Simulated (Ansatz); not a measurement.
Base system: BeTe in the rock salt structure (space group Fm-3m, No. 225; a = 5.303 Å; a hypothetical phase, not in the database extracts checked; relaxed with 0.1 eV smearing).

Level of theory: PBEsol (Ansatz, a first-principles code; PAW; 420 eV plane waves; scalar-relativistic without spin-orbit coupling).

Base values:

The pressure comes out as 0.0 GPa and the band gap is zero.

Perturbation: the cell is scaled by 0.9762 in all directions, atoms relaxed at fixed cell.

Task: Predict the new energy relative to the base.

Result: The energy rises by 23 meV/atom.

Task: What happens to the pressure?

Result: The pressure goes from zero to 6.1 GPa.

Task: Estimate the effect on the band gap.

Result: The band gap stays zero.

The cells carry an imposed strain or load. No phonon test of stability was made. The final runs are not spin-polarised.
